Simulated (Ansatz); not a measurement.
How a calculation on MgZn2 (Cm, 6 atoms in the cell) responds to its settings

```
MgZn2
1.0
    5.17406    -1.52089     0.00000
    5.17406     1.52089     0.00000
   -1.36585     0.00000     6.60987
Mg Zn
2 4
Direct
  0.38194   0.38194   0.26680
  0.06000   0.06000   0.61754
  0.00367   0.00367   0.00111
  0.66390   0.66390   0.32932
  0.33391   0.33391   0.67240
  0.72325   0.72325   0.94616
```

Base run A: PBEsol, default PAW files made with PBE (Ansatz, an electronic-structure program), self-consistent single point.

Its settings: basis.ecutwfc = 420 eV; kpoints.mp_grid.grid = 9 9 4; hamiltonian.xc = pbesol; hamiltonian.pseudopotentials = {kind: paw} (the program's default PAW files); scf.occupations.method = gaussian; scf.occupations.width = 0.1 eV.

The starting cell comes from a database of computed structures (which also holds hypothetical and non-ambient phases and stackings), without a prior relaxation at this level. In the base run, with a pressure of about -3 GPa the cell is away from its equilibrium volume at this level. Ansatz's pressure includes its estimate of the finite-basis (Pulay) stress.

ΔF is the free energy per atom less that of run A. 

Run A gave: pressure (GPa) -3.24; largest force (eV/Å) 0.195; iterations 9.

Runs:
- B: scf.mixing.algorithm, scf.mixing.beta = anderson, 0.02
- C: scf.mixing.algorithm, scf.mixing.beta = anderson, 0.05
- D: scf.mixing.algorithm, scf.mixing.beta = anderson, 0.1
- E: scf.mixing.algorithm, scf.mixing.beta = anderson, 0.2
- F: scf.mixing.algorithm, scf.mixing.beta = anderson, 0.3
- G: scf.mixing.algorithm, scf.mixing.beta = anderson, 0.5
- H: scf.mixing.algorithm, scf.mixing.beta = anderson, 0.7
- I: scf.mixing.algorithm, scf.mixing.beta = anderson, 0.9
- J: scf.mixing.algorithm, scf.mixing.beta = anderson, 1

Task: Which runs reach the base run's state, and which is quickest in iterations?

Result: Runs B, C, D, E, F, G, H, I, J ended on the same solution as A (within 1 meV/atom). The fewest iterations to that state were 9 (A, H, I, J); the most were 24.

```csv
run,ΔF (meV/atom),pressure (GPa),largest force (eV/Å),iterations
A,0.00,-3.24,0.195,9
B,0.00,-3.24,0.195,24
C,0.00,-3.24,0.195,15
D,0.00,-3.24,0.195,18
E,0.00,-3.24,0.195,11
F,0.00,-3.24,0.195,10
G,0.00,-3.24,0.195,10
H,0.00,-3.24,0.195,9
I,0.00,-3.24,0.195,9
J,0.00,-3.24,0.195,9
```

Keys are those of Ansatz 0.2.
